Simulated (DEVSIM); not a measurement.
System: abrupt Ge p-n junction, at 300 K.

```tsv
layer (left to right)	material	thickness (μm)	Nd (cm⁻³)	Na (cm⁻³)	τn (s)	τp (s)
1	Ge	0.470	-	1.8e18	1.8e-5	1.8e-5
2	Ge	10.0	2.2e15	-	1.8e-5	1.8e-5
```

Left contact: ohmic. Right contact: ohmic. Voltage is applied to the left contact. Recombination: SRH at mid-gap, radiative, Auger. Mobility is constant in doping.

This is a model device: material constants are rounded textbook-type values typed into the input, and sizes, dopings and lifetimes were drawn at random. Values at 300 K.

```tsv
parameter	Ge
gap (eV)	0.664
affinity (eV)	4
permittivity	16
Nc (cm⁻³)	1.04e19
Nv (cm⁻³)	6e18
μn (cm²/Vs)	3900
μp (cm²/Vs)	1900
B (cm³/s)	6.4e-14
Cn (cm⁶/s)	1e-31
Cp (cm⁶/s)	1e-31
```

Simulated with DEVSIM: 1D drift-diffusion, Boltzmann statistics, complete ionisation; no tunnelling, impact ionisation, image-force lowering or self-heating.

Tabulate band edges, carrier densities and field at zero bias.

Energies count from the Fermi level of the right contact; mesh points crowd at the junctions.

```tsv
x (μm)	Ec (eV)	Ev (eV)	n (cm⁻³)	p (cm⁻³)	field (V/cm)
0.000	0.633	-0.031	2.4e8	1.8e18	≈ 0
0.02314	0.633	-0.031	2.4e8	1.8e18	≈ 0
0.06623	0.633	-0.031	2.4e8	1.8e18	≈ 0
0.1464	0.633	-0.031	2.4e8	1.8e18	≈ 0
0.3152	0.633	-0.031	2.4e8	1.8e18	≈ 0
0.3993	0.633	-0.031	2.4e8	1.8e18	≈ 0
0.4444	0.633	-0.031	2.4e8	1.8e18	-75
0.4743	0.584	-0.080	1.6e9	2.7e17	-42000
0.5025	0.517	-0.147	2.2e10	2.0e16	-16000
0.5588	0.447	-0.217	3.2e11	1.4e15	-10000
0.6711	0.349	-0.315	1.4e13	3.1e13	-7200
0.9964	0.230	-0.434	1.4e15	3.1e11	-1000
1.544	0.219	-0.445	2.2e15	2.0e11	≈ 0
2.637	0.219	-0.445	2.2e15	2.0e11	≈ 0
5.862	0.219	-0.445	2.2e15	2.0e11	≈ 0
8.172	0.219	-0.445	2.2e15	2.0e11	≈ 0
9.330	0.219	-0.445	2.2e15	2.0e11	≈ 0
9.911	0.219	-0.445	2.2e15	2.0e11	≈ 0
10.26	0.219	-0.445	2.2e15	2.0e11	≈ 0
10.37	0.219	-0.445	2.2e15	2.0e11	≈ 0
10.43	0.219	-0.445	2.2e15	2.0e11	≈ 0
10.47	0.219	-0.445	2.2e15	2.0e11	≈ 0
```
